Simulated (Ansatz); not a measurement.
# GeSe2 (model structure, started from the CdCl2 type, R-3m, No. 166, 3 atoms in the cell): properties by level of theory

```tsv
level (code)	lattice constant a (Å)	lattice parameter c (Å)	enthalpy of formation (eV/atom)
PBE (Ansatz)	3.627	21.789	-0.127
PBEsol (Ansatz)	3.565	19.066	-0.146
PBE-D3(BJ) (Ansatz)	3.589	18.269	-0.143
```

Ansatz's density-functional and Hartree–Fock values are scalar-relativistic unless marked +SOC, with PAW data made under PBE.

Static lattice: no zero-point or thermal effects.

A model structure was made by putting elements into a prototype or built by hand; it is no filed structure, need not be a known phase, and can be a saddle point held by its symmetry.

Ansatz is a program for electronic structure.
